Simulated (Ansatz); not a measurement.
Base system: Be in the hcp (Mg type) structure (space group P6_3/mmc, No. 194; a = 2.262 Å, c = 3.569 Å; relaxed with 0.1 eV smearing). Axes: x lies along a and z along c of the hexagonal cell.

Method: r2SCAN in Ansatz (plane waves to 500 eV, PAW, no spin-orbit coupling).

Strains are applied to the cell and any free atomic positions relax; under biaxial strain the out-of-plane vector relaxes too.

One change was made to it. Results:

```csv
quantity,base,after
shortest interatomic distance,221.1 pm,219.9 pm
"pressure (mean of the normal stresses, compression positive)",0.0 GPa,-1.4 GPa
```

**Question.** Name the change that was made.
A. uniaxial strain ε_yy = −1.75 %
B. tensor shear ε_xy = −0.44 %
C. strain tensor (xx, yy, zz, yz, xz, xy) = (−0.46, +1.68, +0.15, +0.90, −0.19, −2.18) %
D. biaxial strain −0.51 %, plane normal [001], relaxed out of plane
E. tensor shear ε_yz = +0.68 %

**Answer.** C, strain tensor (xx, yy, zz, yz, xz, xy) = (−0.46, +1.68, +0.15, +0.90, −0.19, −2.18) %. For comparison, the pressure in the other runs: tensor shear ε_xy = −0.44 % gives 0.0 GPa; tensor shear ε_yz = +0.68 % gives 0.0 GPa; biaxial strain −0.51 %, plane normal [001], relaxed out of plane gives 1.2 GPa; uniaxial strain ε_yy = −1.75 % gives 2.2 GPa.

No phonon test of stability was made.

Ansatz is a first-principles code.
